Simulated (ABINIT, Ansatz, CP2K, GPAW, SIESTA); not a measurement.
One structure in several programs: Si (Fd-3m, 2 atoms in the cell)

Band-structure calculation.

```
Si
1.0
    0.00000     2.71550     2.71550
    2.71550     0.00000     2.71550
    2.71550     2.71550     0.00000
Si
2
Direct
  0.00000   0.00000   0.00000
  0.25000   0.25000   0.25000
```

Shared settings, as Ansatz (a first-principles code) writes them: kpoints.mp_grid.grid = 7 7 7; scf.occupations.method = fermi_dirac; scf.occupations.width = 0.01 eV. Potentials and cutoffs stand in the table.

```csv
code,model,gap along the path (eV),smallest direct gap (eV),cutoff
GPAW,"PBE, GPAW PAW datasets PBE (gpaw-data 1.0.1)",0.58,2.56,600 eV
ABINIT,"PBE, PAW (JTH v2.0 PBE PAW)",0.58,2.57,20 Ha
CP2K,"PBE, GPW, DZVP-MOLOPT-SR-GTH basis, GTH-PBE potentials (GTH_POTENTIALS)",0.64,2.62,grid 400 Ry
Ansatz,"PBE, default PAW files",0.58,2.56,default
SIESTA,"GGA PBE, numerical atomic orbitals TZP, PseudoDojo PBE standard norm-conserving potentials (rewritten from UPF to PSML)",0.54,2.52,grid 350 Ry
```

The spread over the programs that give each value: gap along the path within 0.10 eV; smallest direct gap within 0.10 eV.

CP2K and SIESTA use small atom-centred bases, whose incompleteness enters pressures, forces and empty levels differently from a plane-wave cutoff.

The starting cell has typed, rounded lattice constants, without a prior relaxation at this level.

Left out of this page: Quantum ESPRESSO, Elk and FLEUR (not drawn, or without a comparable value).

Keys are those of Ansatz 0.2.
